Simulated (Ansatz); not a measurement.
End structure of the 1x1 (111) surface of fcc Pt:

```
CELL_PARAMETERS angstrom
      5.61443     0.00000     0.00000
     -2.80721     4.86224     0.00000
      0.00000     0.00000    26.00000
ATOMIC_POSITIONS crystal
  Pt 0.16667 0.33333 0.36788
  Pt 0.16667 0.83333 0.36788
  Pt 0.66667 0.33333 0.36788
  Pt 0.66667 0.83333 0.36788
  Pt 0.33333 0.16667 0.45641
  Pt 0.33333 0.66667 0.45641
  Pt 0.83333 0.16667 0.45641
  Pt 0.83333 0.66667 0.45641
  Pt 0.00000 0.00000 0.54200
  Pt 0.00000 0.50000 0.54200
  Pt 0.50000 0.00000 0.54200
  Pt 0.50000 0.50000 0.54200
  Pt 0.16667 0.33333 0.62937
  Pt 0.16667 0.83333 0.62937
  Pt 0.66667 0.33333 0.62937
  Pt 0.66667 0.83333 0.62937
```

Set-up: 16 atoms, 6.9 Å thick at the start (thin: gaps and levels are the slab's own); mesh 6x6x1; 0.1 eV smearing; dipole correction on; 8 atoms held, the rest relaxed; start symmetry kept, larger cells not searched; no spin, no spin-orbit, no U.

Q: Estimate the work function of the top face that Ansatz (a program for electronic structure) with PBE with D3(BJ) dispersion returns for this input.

A: 5.65 eV
